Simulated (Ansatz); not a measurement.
Results of r²SCAN+rVV10 (Ansatz, an electronic-structure program, plane waves, PAW) for CaO (model structure, F-43m, No. 216, 2 atoms in the cell).

Settings: plane-wave cutoff 560 eV, 12×12×12 k mesh, Fermi–Dirac smearing 0.01 eV, scalar-relativistic PAW data made under PBE.

Cell (relaxed at this level):

CaO is taken in the cubic space group F-43m (No. 216), the zinc blende structure, Pearson symbol cF8. Conventional cell: a = 5.198 Å, b = 5.198 Å, c = 5.198 Å, α = 90.00°, β = 90.00°, γ = 90.00°. Ca on 4a is coordinated by 4 O at 2.251 Å (tetrahedral). O on 4d has 4 Ca at 2.251 Å (tetrahedral). (Neighbours: up to the widest gap in distance over summed covalent radii, below 1.35, at either atom; cation-cation and far metal-metal contacts left out.)
(The calculation used a cell of 2 atoms; values per cell refer to that cell.)

Task: Estimate the band gap and smallest direct gap on the k points sampled that the calculation returns.

Result: 
band gap: 3.70 eV (indirect)
smallest direct gap on the k points sampled: 4.33 eV

Note: the relaxation could raise the start's symmetry but not lower it, so the cell can be a saddle point.

Static lattice: no zero-point or thermal effects.

Cost on a shared machine: very roughly 13 core-seconds.

A model structure was made by putting elements into a prototype or built by hand; it is no filed structure, need not be a known phase, and can be a saddle point held by its symmetry.
